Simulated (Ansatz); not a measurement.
ZnSe under load (space group F-43m), r2SCAN with spin-orbit coupling, rigid bands (Ansatz, a first-principles code). Condition of this run: hydrostatic pressure 5 GPa (the target of the relaxation). Band gap 2.04 eV, N_c = 1.35e18 cm⁻³ and N_v = 2.45e19 cm⁻³ at 300 K, conductivity masses of 0.143 mₑ (electrons) and 0.625 mₑ (holes). Take k_BT = 0.02585 eV.

What thermal injection velocity √(2k_BT/πm) limits a ballistic channel?

1.42e7 cm/s for electrons and 6.81e6 cm/s for holes, a ratio of √(m_h/m_e) = 2.09, for dilute carriers.

Find the intrinsic carrier density and the intrinsic Fermi level.

n_i = √(N_c N_v) exp(−E_g/2k_BT) = 5.75e18 × exp(−39.46) = 4.2e1 cm⁻³. The level lies (k_BT/2) ln(N_v/N_c) = 37 meV from mid-gap (positive towards the conduction band). Each 0.1 eV added to the gap lowers n_i by a factor of 6.9.

What built-in voltage has an abrupt junction with N_A = 1e17 and N_D = 1e17 cm⁻³, all dopants ionised?

V_bi = E_g/e − (k_BT/e) ln(N_c N_v/(N_A N_D)) = 2.04 − 0.02585 × 8.10 = 1.83 V, for the computed gap.

Rigid bands with the computed gap; masses take one relaxation time for all states.
